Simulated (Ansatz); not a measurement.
Levels about the gap of amorphous Al28O43Zn (72 atoms in a cell of 789 Å³, 3.17 g/cm³; zone centre alone, so wide bands show as single levels with stretches between that a denser mesh fills), at the geometry that PBE relaxed, where it gives 2.5 GPa on a denser mesh. The participation number counts the atoms over which a state spreads; weights are charges in smoothed Voronoi cells. The levels come from a single point, so bond lengths are those of that geometry. Method of the levels: PBE, scalar-relativistic without spin-orbit coupling (Ansatz, a program for electronic structure). Sampling: the zone centre alone; Fermi-Dirac width 0.02 eV; no spin polarisation. At PBE the levels at the filled edge of the gap are localised (band-tail or defect states), and the nearest spread-out levels lie 3.6 eV apart at the zone centre.

Preparation: random packing, a CHGNet melt and quench, and a DFT relaxation. O atoms were pushed apart under 1.9 Å during the dynamics, to hinder bonds among them. The hot cell started wider than the set density and was brought back towards it in steps. It is the lowest in DFT energy of 2 quenches. It is a model cell: composition and starting density were chosen by hand, and all elements were melted together. No dispersion term was used. Its density started from a set value of 3.17 and ended at 3.17 g/cm³. Cooling (nominally 280 K/ps over its main leg) ran many orders faster than in experiment, which tends to leave more defects and strain. Values belong to this one cell and scatter from quench to quench. The volume was held where the preparation left it, at a PBE pressure of 2.5 GPa. Stress components on the final sampling reach 7.4 GPa. Cycles of charging lowered its energy after that relaxation.

```tsv
E - E(highest filled), eV	filling	participation number	largest on	weight O	weight Al	weight Zn
-0.64	filled	6.0	O, 3 neighbours	0.95	0.05	0.00
-0.55	filled	17.7	O, 3 neighbours	0.94	0.05	0.01
-0.53	filled	19.6	O, 3 neighbours	0.88	0.05	0.06
-0.40	filled	13.2	O, 3 neighbours	0.94	0.05	0.01
-0.33	filled	15.3	O, 3 neighbours	0.90	0.05	0.05
-0.22	filled	4.2	O, 3 neighbours	0.94	0.06	0.00
0.00	filled	3.3	O, 3 neighbours	0.94	0.05	0.01
3.28	empty	44.9	Zn, 5 neighbours	0.58	0.34	0.09
5.00	empty	9.0	Zn, 5 neighbours	0.52	0.17	0.31
5.53	empty	25.8	Al, 4 neighbours	0.58	0.42	0.01
5.76	empty	40.9	Al, 4 neighbours	0.61	0.37	0.02
5.93	empty	29.0	Al, 4 neighbours	0.62	0.38	0.00
6.04	empty	37.1	Al, 4 neighbours	0.61	0.35	0.04
```

Most localised among these is the filled level at +0.00 eV, on a O atom, which has 3 neighbours (Al 1.83 Å, Al 1.85 Å, Al 1.91 Å).
